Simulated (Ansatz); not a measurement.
Cost and result by functional for the adsorption energy of Cl on the 1x1 (111) surface of fcc Ir, one in a 2x2 cell, started at the site 'hollow Ir-Ir-Ir over Ir at depth 4.4 Å', in Ansatz (plane waves, PAW). Single points on the PBE structure, on one kind of machine; costs are rough ratios of the slab run's core time (references not counted) to the cheapest single point. r2SCAN's cost holds its higher cutoff (500 against 420 eV). Differences are taken against r2SCAN for comparison alone: no measured value is at hand, so the table doesn't rank accuracy.

Model: 17-atom slab, 6.6 Å thick at the start under the adsorbate (thin: gaps and levels are the slab's own), 6x6x1 mesh, Fermi-Dirac 0.1 eV, dipole correction, 8 atoms held, the rest relaxed; held to the start's symmetry, so lower structures may exist; no spin, no spin-orbit, no U, no dispersion correction. At the end it is bonded to 3 Ir. In PBE it is, or lies within 0.03 eV of, the lowest of the starts that converged. These notes are the PBE run's. Adsorption energies are against ½ Cl2(g). A negative adsorption energy means that the adsorbate is more stable on the surface than in its reference.

```tsv
functional	relative cost	adsorption energy (eV)	less r2SCAN (eV)
RPBE	1	-1.13	0.58
r2SCAN	2	-1.72	0.00
PBE (the relaxed run's value)	–	-1.39	0.32
```

The values span 0.58 eV, while the single points' costs differ by a factor of roughly 2. Differences are of unrounded values.

Ansatz is a program for electronic structure.
